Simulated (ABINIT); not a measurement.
Band structure of Rh (Fm-3m, 1 atom in the cell).

```
Rh
1.0
    0.00000     1.90000     1.90000
    1.90000     0.00000     1.90000
    1.90000     1.90000     0.00000
Rh
1
Direct
  0.00000   0.00000   0.00000
```

Level of theory: PBE, PAW (JTH v2.0 PBE PAW) (plane waves; ABINIT).

Settings: pseudos = [Rh.GGA_PBE-JTH.xml]; ecut = 21 Ha; pawecutdg = 42 Ha; pawxcdev = 0; ixc = 11; occopt = 7; tsmear = 0.2 eV; ngkpt = 15 15 15; nshiftk = 1; shiftk = 0 0 0; potentials = JTH v2.0 PBE PAW; kptopt = 1; nstep = 50.

The starting cell has typed, rounded lattice constants, without a prior relaxation at this level. Spin polarisation is off.

Levels in eV from the Fermi level, bands 5 to 12:
```
point      5      6      7      8      9     10     11     12
-----  -----  -----  -----  -----  -----  -----  -----  -----
Γ      -7.99  -3.09  -3.09  -3.09  -1.00  -1.00  15.89  21.32
X      -6.34  -5.97   0.54   1.00   1.00   3.24  12.29  13.29
W      -5.04  -3.82  -3.82  -1.21   1.00   9.63   9.63  11.25
K      -5.54  -4.79  -2.08  -0.70   0.38   7.88   8.60  12.06
L      -6.15  -3.17  -3.17   0.58   0.58   0.71   8.66  15.41
U      -5.54  -4.79  -2.08  -0.70   0.38   7.88   8.60  12.06
```

Bands cross the Fermi level along this path, so the cell is metallic at this level.
